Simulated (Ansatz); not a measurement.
Input and output of a self-consistent single point for LiF (Fm-3m, 2 atoms in the cell) (Ansatz, a program for electronic structure).

Computed with PBE (plane waves, PAW; Ansatz).

The change in words: lattice scaled by 0.98. Reference geometry:
```
LiF
1.0
    0.00000     2.01500     2.01500
    2.01500     0.00000     2.01500
    2.01500     2.01500     0.00000
Li F
1 1
Direct
  0.00000   0.00000   0.00000
  0.50000   0.50000   0.50000
```

Reference input (self-consistent single point, DFT, PBE, plane waves, default PAW files): kpoints.mp_grid.grid = 7 7 7; hamiltonian.xc = pbe; hamiltonian.pseudopotentials = {kind: paw} (the program's default PAW files); scf.occupations.method = fermi_dirac; scf.occupations.width = 0.02 eV. This run's input differs from it in these lines:

```diff
@@ -3,5 +3,5 @@
   lattice:
-    - [0.00000000, 2.01500000, 2.01500000]
-    - [2.01500000, 0.00000000, 2.01500000]
-    - [2.01500000, 2.01500000, 0.00000000]
+    - [0.00000000, 1.97470000, 1.97470000]
+    - [1.97470000, 0.00000000, 1.97470000]
+    - [1.97470000, 1.97470000, 0.00000000]
   atoms:
```

The program printed (abridged):

```
SCF iter   1: F=—  HF=-1016.141141 eV  |F-HF|=—  |Δ(HF+E_count)|=         —  Δρ=6.32e-4  dr2=1.54e-5  ethr=1.77e-3  ⟨swp⟩=5.7  Hψ=1132  notcnv=0
all-band conjugate gradients solve this SCF's bands
preconditioner: auto → none
SCF iter   2: F=—  HF=-1016.141142 eV  |F-HF|=—  |Δ(HF+E_count)|=   1.05e-6  Δρ=1.07e-3  dr2=1.09e-4  ethr=1.54e-7  ⟨swp⟩=2.0  Hψ=420  notcnv=0
   [... lines left out ...]
SCF iter   5: F=—  HF=-1016.141159 eV  |F-HF|=—  |Δ(HF+E_count)|=   2.02e-5  Δρ=3.43e-4  dr2=1.20e-5  ethr=5.63e-9  ⟨swp⟩=2.0  Hψ=280  notcnv=0
SCF iter   6: F=—  HF=-1016.141157 eV  |F-HF|=—  |Δ(HF+E_count)|=   2.71e-6  Δρ=1.81e-4  dr2=3.38e-6  ethr=5.63e-9  ⟨swp⟩=2.0  Hψ=260  notcnv=0
SCF iter   7: F=—  HF=-1016.141156 eV  |F-HF|=—  |Δ(HF+E_count)|=   8.83e-7  Δρ=7.35e-5  dr2=5.56e-7  ethr=5.63e-9  ⟨swp⟩=2.0  Hψ=256  notcnv=0
SCF iter   8: F=-1016.141156 eV  HF=-1016.141156 eV  |F-HF|=9.44e-9  |Δ(HF+E_count)|=   1.70e-7  Δρ=1.04e-5  dr2=1.11e-8  ethr=1.00e-9  ⟨swp⟩=2.4  Hψ=614  notcnv=0
SCF 1 converged in 8 iterations: F = -1016.141156 eV  dr2 = 1.11e-8
Free energy (F): -1016.141156 eV
Internal energy: -1016.141156 eV  (E = F + TS)
E sigma→0 (E₀):  -1016.141156 eV
Fermi energy:    6.330787 eV
--- Forces (eV/Å), atoms counted from 1 ---
  atom   1  Li    -0.00000000    -0.00000000    -0.00000000
  atom   2  F      0.00000000    -0.00000000     0.00000000
--- Stress (GPa, compression-positive) ---
        7.172596       0.000000       0.000000
        0.000000       7.172596       0.000000
        0.000000       0.000000       7.172596
  P = ⅓ Tr σ = 7.1726 GPa (71.726 kbar)
  The stress holds the Pulay correction. Without it, at fixed plane waves, as pw.x and ABINIT print it: P = 6.4424 GPa
```

The run converged in 8 iterations. Against the reference run the free energy goes up by 13.4 meV/atom, the pressure goes from 2.01 to 7.17 GPa and the gap on the mesh goes from 9.076 to 9.634 eV.

The starting cell has typed, rounded lattice constants, without a prior relaxation at this level. For this run, on top of that: lattice scaled by 0.98. With a pressure of about 7 GPa the cell is away from its equilibrium volume at this level. Ansatz's pressure includes its estimate of the finite-basis (Pulay) stress. Without the estimate this run gives 6.44 GPa.

Keys are those of Ansatz 0.2.
